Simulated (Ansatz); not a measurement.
Start from Si in the diamond structure (space group Fd-3m, No. 227; a = 5.4443 Å). Axes: x, y, z lie along the cube axes.

Calculations: Ansatz (an electronic-structure program), r2SCAN, PAW, cutoff 500 eV, scalar-relativistic without spin-orbit coupling.

It is then changed as follows: every lattice vector is shortened by 2.00 %; the atoms relax in the strained cell.

Q: Predict the stress tensor and what it implies for the stiffness.

A: Stress of the strained cell less that of the base (GPa, compression positive):
```
   6.67    0.00    0.00
   0.00    6.67    0.00
   0.00    0.00    6.67
```

Then B = −ΔP/(ΔV/V₀) with ΔV/V₀ = -0.0588 gives secant stiffness values (nonlinear terms included at this strain): B ≈ 113 GPa.

As a check, the harmonic strain energy −½ V₀ Δσ:ε is 25 meV/atom; the computed energy rise is 23 meV/atom.

Whether these cells are dynamically stable was not tested.
